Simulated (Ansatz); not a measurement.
# ZnO: band gap against strain

ZnO (wurtzite, P6_3mc, 12.327 Å³/atom at rest, c along z) under a strain ε along c (axis z), the other axes held. PBE in Ansatz, a plane-wave DFT program (PAW, default set), 420 eV, 12×12×6 Γ-centred mesh, Fermi-Dirac smearing 0.05 eV; ions are relaxed within the symmetry of each cell. Gaps are the smallest over the k-mesh and a band path, without spin-orbit coupling; in all rows the valence edge lies at Γ and the conduction edge at Γ.

Here s stands for strain and Eg for gap.

| strain (%) | gap (eV) |
|---|---|
| 0.00 | 0.744 |
| 0.60 | 0.727 |
| 1.20 | 0.710 |
| 1.80 | 0.692 |
| 3.00 | ? |

Question: Fit Eg against s with a straight line, and predict the withheld value at s = 3.00.

Answer: Means: s 0.90000, Eg 0.7183. About the means, the sum of products is -0.051900 and the sum of squares of s is 1.8000; the slope is their ratio. Least squares gives Eg = 0.7442 - 0.02883·s. Residuals (row less fit): -0.0002, 0.0001, 0.0004, -0.0003; standard error 0.0004 (degrees of freedom: 2). Over these rows the gap moves by -2.9 ± 0.03 eV per unit strain. At the withheld row, Eg = 0.7442 - 0.02883 × 3.0 = 0.6577 eV. The calculation gives 0.655 eV, 0.0027 eV below the prediction (3.0 % of the range of Eg in the table). The row lies outside the fitted rows, so this is an extrapolation. The fitted rows scatter only by rounding.

Rows are the converged runs of the series near zero and its far end; series whose fitted rows scatter by over a few per cent of the range, as at a crossing or softening among them, aren't shown in this form. Most that stay on the fit to the last digits aren't either.
